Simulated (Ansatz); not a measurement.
NaF: uniaxial strain ε_zz = −3.00 %

Base system: NaF in the rock salt structure (space group Fm-3m, No. 225; a = 4.629 Å). Axes: x, y, z lie along the cube axes.

Now apply this change: uniaxial strain ε_zz = −3.00 %, all other strain components held at zero; the atoms relax in the strained cell.

Level of theory: PBEsol (Ansatz, a program for electronic structure), spin-orbit coupling left out. Settings: 12×12×12 k-points, 0.05 eV Fermi–Dirac smearing.

The space group changes from Fm-3m (No. 225) to I4/mmm (No. 139) and the shortest interatomic distance drops by 0.131 bohr to 4.243 bohr. The energy goes up by 4.1 meV/atom and the pressure (mean of the normal stresses, compression positive) goes from zero to 17.1 kbar. The band gap goes up by 0.16 eV, from 6.20 eV to 6.36 eV and the gap character stays direct at Γ. The electron mass remains 0.56 mₑ (at Γ) and the stress (xx, yy, zz, yz, xz, xy; compression positive) amounts to (0.71, 0.71, 3.73, 0.00, 0.00, 0.00) GPa.

Final structure:

```
CELL_PARAMETERS angstrom
      0.00000     2.31454     2.24510
      2.31454     0.00000     2.24510
      2.31454     2.31454     0.00000
ATOMIC_POSITIONS crystal
  Na 0.00000 0.00000 0.00000
  F  0.50000 0.50000 0.50000
```

Masses are band curvatures over ±0.01 Å⁻¹ around the edge. No phonon test of stability was made. Labels are those of the standard path for the cell's own space group.
